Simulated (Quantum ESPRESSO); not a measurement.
Worked example: self-consistent single point of CrGa₄ (I4mm, 5 atoms in the cell) in Quantum ESPRESSO.

Method: LDA (PZ), GBRV 1.5 ultrasoft (LDA) pseudopotentials (plane waves; Quantum ESPRESSO 7.5).

```xyz
5
Lattice="2.8130 -2.8130 2.8130 2.8130 2.8130 2.8130 -2.8130 -2.8130 2.8130" Properties=species:S:1:pos:R:3 pbc="T T T"
Cr     0.0500     0.0000     0.0000
Ga    -1.4065    -1.4065     1.4065
Ga     1.4065     1.4065     1.4065
Ga     1.4065    -1.4065     1.4065
Ga     1.4065    -1.4065    -1.4065
```

Reference input (self-consistent single point, DFT, LDA (PZ), plane waves, GBRV 1.5 ultrasoft (LDA) pseudopotentials): ecutwfc = 50 Ry; ecutrho = 400 Ry; occupations = smearing; smearing = fd; degauss = 0.0073499 Ry; potentials = {Cr: cr_lda_v1.5.uspp.F.UPF, Ga: ga_lda_v1.4.uspp.F.UPF}; K_POINTS = automatic 4 4 4 0 0 0; conv_thr = 1e-11 Ry; mixing_beta = 0.3. This run's input differs from it in these lines:

```diff
@@ -15,5 +15,3 @@
   ecutrho = 400,
-  occupations = 'smearing',
-  smearing = 'fd',
-  degauss = 0.0073499,
+  occupations = 'tetrahedra_opt',
 /
```

The program printed (abridged):

```
     Self-consistent Calculation

     iteration #  1     ecut=    50.00 Ry     beta= 0.30

     total energy              =   -1813.55910297 Ry
     estimated scf accuracy    <      66.29018738 Ry

     iteration #  2     ecut=    50.00 Ry     beta= 0.30

     negative rho (up, down):  3.310E-04 0.000E+00

     total energy              =   -1833.84041178 Ry
     estimated scf accuracy    <      16.75859885 Ry

     iteration #  3     ecut=    50.00 Ry     beta= 0.30

     negative rho (up, down):  1.186E-04 0.000E+00

     total energy              =   -1835.28600290 Ry
     estimated scf accuracy    <       1.53469127 Ry

   [... 13 blocks of this kind left out ...]

     iteration # 17     ecut=    50.00 Ry     beta= 0.30

     negative rho (up, down):  2.186E-04 0.000E+00

     total energy              =   -1835.44637234 Ry
     estimated scf accuracy    <          2.1E-11 Ry

     iteration # 18     ecut=    50.00 Ry     beta= 0.30

     negative rho (up, down):  2.186E-04 0.000E+00
     End of self-consistent calculation

     the Fermi energy is    10.4737 ev

!    total energy              =   -1835.44637234 Ry
     estimated scf accuracy    <          4.5E-12 Ry

     convergence has been achieved in  18 iterations

     negative rho (up, down):  2.186E-04 0.000E+00

     Forces acting on atoms (cartesian axes, Ry/au):

     atom    1 type  1   force =    -0.02751358   -0.00000000    0.00000000
     atom    2 type  2   force =     0.00687839    0.00393316   -0.00393316
     atom    3 type  2   force =     0.00687839    0.00393316    0.00393316
     atom    4 type  2   force =     0.00687839   -0.00393316    0.00393316
     atom    5 type  2   force =     0.00687839   -0.00393316   -0.00393316

     Total force =     0.032711     Total SCF correction =     0.000002

     negative rho (up, down):  2.186E-04 0.000E+00
          total   stress  (Ry/bohr**3)                   (kbar)     P=      -55.20
  -0.00036656  -0.00000000   0.00000000          -53.92       -0.00        0.00
  -0.00000000  -0.00037962   0.00000000           -0.00      -55.84        0.00
   0.00000000   0.00000000  -0.00037962            0.00        0.00      -55.84

   JOB DONE.
```

The run converged in 18 iterations. Against the reference run the free energy goes up by 2.9 meV/atom, the pressure hardly changes (-5.55 to -5.52 GPa) and the largest force hardly changes (0.713 to 0.707 eV/Å).

The starting cell comes from a database of computed structures (which also holds hypothetical and non-ambient phases and stackings), without a prior relaxation at this level. Its lattice was rescaled by up to half a per cent. One atom was moved a little off its site on purpose. Spin polarisation is off. With a pressure of about -6 GPa the cell is away from its equilibrium volume at this level.

Cost on one core of a shared machine: roughly 2 min.
